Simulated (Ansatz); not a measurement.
## AlO (model structure, started from the beta GaS type, P6₃/mmc, No. 194, 8 atoms in the cell): properties by level of theory

```
level (code)           equilibrium lattice constant a (Å)  lattice parameter c (Å)  cohesive energy (eV/atom)  band gap (eV)
---------------------  ----------------------------------  -----------------------  -------------------------  -------------
PBE (Ansatz)                                        2.968                   14.495                       5.53           1.20
PBEsol (Ansatz)                                     2.951                   13.215                       5.88           1.00
PBE-D3(BJ) (Ansatz)                                 2.961                   12.918                       5.72           1.07
r²SCAN+rVV10 (Ansatz)                               2.951                   12.784                       5.78           1.23
```

Computed values are for a static lattice.  Each level is taken at its own relaxed cell. Cutoffs differ between the levels. Ansatz's density-functional and Hartree–Fock values are scalar-relativistic unless marked +SOC, with PAW data made under PBE.

Ansatz's density-functional and Hartree–Fock values are scalar-relativistic unless marked +SOC, with PAW data made under PBE.

Free atoms are spin-polarised, in the lowest state found; at levels without +SOC their spin–orbit coupling is left out.

A model structure was made by putting elements into a prototype or built by hand; it is no filed structure, need not be a known phase, and can be a saddle point held by its symmetry.

Ansatz is a first-principles code.
